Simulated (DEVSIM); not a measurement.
System: Si p+/n-/n+ power diode, at 500 K.

Layer 1 from the left is Si, thickness (μm) 0.920, Na (cm⁻³) 3.7e18, τn (s) 0.00021, τp (s) 0.00021. Layer 2 from the left is Si, thickness (μm) 14.0, Nd (cm⁻³) 1.2e14, τn (s) 0.00021, τp (s) 0.00021. Layer 3 from the left is Si, thickness (μm) 2.40, Nd (cm⁻³) 2.7e18, τn (s) 0.00021, τp (s) 0.00021.

Left contact: ohmic. Right contact: ohmic. Voltage is applied to the left contact. Recombination: SRH at mid-gap, Auger. Mobility is μmin + (μ − μmin)/(1 + (N/Nref)^α).

Constants are typed, rounded textbook-type inputs, not results; the design itself was drawn at random and stands for no fabricated device. Values at 300 K; Nc and Nv go as T^1.5, mobilities as T to minus their exponent, the gap by Varshni's rule with the affinity fixed.

Si: gap (eV) 1.124, affinity (eV) 4.05, permittivity 11.7, Nc (cm⁻³) 2.86e19, Nv (cm⁻³) 3.1e19, μn (cm²/Vs) 1417, μp (cm²/Vs) 470, μn,min 52, μp,min 45, Nref,n 9.7e16, Nref,p 2.2e17, αn 0.68, αp 0.72, T exponent of μn 2.3, T exponent of μp 2.2, Cn (cm⁶/s) 2.8e-31, Cp (cm⁶/s) 9.9e-32, Varshni α (eV/K) 0.000473, Varshni β (K) 636.

DEVSIM, 1D drift-diffusion, Boltzmann statistics, complete ionisation; no tunnelling, impact ionisation, image-force lowering or self-heating.

**Question.** What does the simulation give for the dark forward voltage at 100 A/cm², the dark forward voltage at 1 A/cm², the potential step across the device at zero bias?

**Answer.** dark forward voltage at 100 A/cm² 0.579 V; dark forward voltage at 1 A/cm² 0.373 V; potential step across the device at zero bias 0.806 V.
